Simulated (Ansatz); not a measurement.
Worked example: self-consistent single point of Cu (Fm-3m, 1 atom in the cell) in Ansatz (a first-principles code).

Level of theory: PBE (plane waves, PAW; Ansatz).

The change in words: lattice scaled by 0.98. Reference geometry:
```yaml
crystal:
  lattice:
    - [0.00000, 1.80500, 1.80500]
    - [1.80500, 0.00000, 1.80500]
    - [1.80500, 1.80500, 0.00000]
  atoms:
    - { symbol: Cu, position: [0.00000, 0.00000, 0.00000] }
```

Reference input (self-consistent single point, DFT, PBE, plane waves, default PAW files): kpoints.mp_grid.grid = 21 21 21; hamiltonian.xc = pbe; hamiltonian.pseudopotentials = {kind: paw} (the program's default PAW files); scf.occupations.method = gaussian; scf.occupations.width = 0.2 eV. This run's input differs from it in these lines:

```diff
@@ -2,5 +2,5 @@
   lattice:
-    - [0.00000000, 1.80500000, 1.80500000]
-    - [1.80500000, 0.00000000, 1.80500000]
-    - [1.80500000, 1.80500000, 0.00000000]
+    - [0.00000000, 1.76890000, 1.76890000]
+    - [1.76890000, 0.00000000, 1.76890000]
+    - [1.76890000, 1.76890000, 0.00000000]
   atoms:
```

The program printed (abridged):

```
SCF iter   1: F=—  HF=-6625.142871 eV  |F-HF|=—  |Δ(HF+E_count)|=         —  Δρ=1.05e-3  dr2=5.16e-5  ethr=1.77e-3  ⟨swp⟩=4.8  Hψ=19550  notcnv=0
all-band conjugate gradients solve this SCF's bands
preconditioner: auto → none
SCF iter   2: F=—  HF=-6625.142980 eV  |F-HF|=—  |Δ(HF+E_count)|=   1.09e-4  Δρ=4.10e-4  dr2=4.07e-6  ethr=2.72e-7  ⟨swp⟩=2.3  Hψ=9174  notcnv=0
SCF iter   3: F=—  HF=-6625.142993 eV  |F-HF|=—  |Δ(HF+E_count)|=   1.32e-5  Δρ=1.37e-4  dr2=6.69e-7  ethr=2.14e-8  ⟨swp⟩=2.3  Hψ=5251  notcnv=0
   [... lines left out ...]
SCF iter   4: F=-6625.142995 eV  HF=-6625.142995 eV  |F-HF|=9.81e-9  |Δ(HF+E_count)|=   1.23e-6  Δρ=9.73e-6  dr2=4.25e-9  ethr=3.52e-9  ⟨swp⟩=2.0  Hψ=5483  notcnv=0
iter 5 did not close the SCF: its close was put off for the readings that it lacked (scf_convergence_deferred on its scf_iter line)
SCF iter   5: F=-6625.142995 eV  HF=-6625.142995 eV  |F-HF|=1.11e-10  |Δ(HF+E_count)|=  1.96e-10  Δρ=2.80e-6  dr2=1.80e-10  ethr=2.24e-11  ⟨swp⟩=2.2  Hψ=6273  notcnv=0
SCF iter   6: F=-6625.142995 eV  HF=-6625.142995 eV  |F-HF|=3.64e-12  |Δ(HF+E_count)|=  5.06e-10  Δρ=1.43e-7  dr2=1.16e-12  ethr=1.00e-12  ⟨swp⟩=1.7  Hψ=12719  notcnv=0
SCF 1 converged in 6 iterations: F = -6625.142995 eV  dr2 = 1.16e-12
Free energy (F): -6625.142995 eV
Internal energy: -6625.136337 eV  (E = F + TS)
E sigma→0 (E₀):  -6625.139666 eV
Entropy (-TS):   -0.006658 eV (-6.658 meV/atom)
Fermi energy:    18.265543 eV
--- Forces (eV/Å), atoms counted from 1 ---
  atom   1  Cu    -0.00000000     0.00000000    -0.00000000
--- Stress (GPa, compression-positive) ---
       13.123120       0.000000      -0.000000
        0.000000      13.123120      -0.000000
       -0.000000       0.000000      13.123120
  P = ⅓ Tr σ = 13.1231 GPa (131.231 kbar)
  The stress holds the Pulay correction. Without it, at fixed plane waves, as pw.x and ABINIT print it: P = 12.9714 GPa
```

The run converged in 6 iterations. Against the reference run the free energy rises by 32.1 meV/atom and the pressure goes from 2.37 to 13.12 GPa.

The starting cell has typed, rounded lattice constants, without a prior relaxation at this level. For this run, on top of that: lattice scaled by 0.98. Spin polarisation is off. With a pressure of about 13 GPa the cell is away from its equilibrium volume at this level. Ansatz's pressure includes its estimate of the finite-basis (Pulay) stress.

Keys are those of Ansatz 0.2.
